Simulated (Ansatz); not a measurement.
# N on the Se site in zinc-blende ZnSe

The numbers are results of PBE, PAW (plane waves to 420 eV; Ansatz, a program for electronic structure), not measurements. Cell: 64 sites, 2×2×2 repeats of a cell of 8 atoms; final energies on a 2×2×2 shifted mesh. Site at the start: the Se site. Energies of charged states are corrected for periodic images (point charge plus alignment at distant sites). Dielectric constants: PBE linear response of the host. Host gap at this level: 1.15 eV. A cell of this size leaves errors of a few tenths of an eV. PBE underestimates the host's gap, which shifts levels and can delocalise carriers. Spin–orbit coupling is left out. Each state is the lowest found from its start.

Charges with a result: +1, 0, −1. Others weren't obtained, and one of them could lie lower, also by skipping a charge.

| charge | moment (μB) | largest move off a lattice site (Å) | image correction with alignment (eV) | above the lowest spin state (eV) |
|---|---|---|---|---|
| +1* | fractional | 0.49 | – | 0.00 |
| +1* | not spin-polarised | 0.49 | – | 0.00 |
| 0* | quenched | 0.49 | – | 0.00 |
| −1 | not spin-polarised | 0.49 | 0.28 | 0.00 |

* At this level the carrier isn't localised at the defect: at charge +1 holes occupy the valence band; at charge 0 holes occupy the valence band. Such a state is shallow or no state of the defect, and this cell gives it no level.

Starting moments that weren't kept: charge +1 began with 2 μB and ended with 1.2; charge 0 began with 1 μB and ended with 0.0.

Flagged in the runs: a doubtful potential alignment.
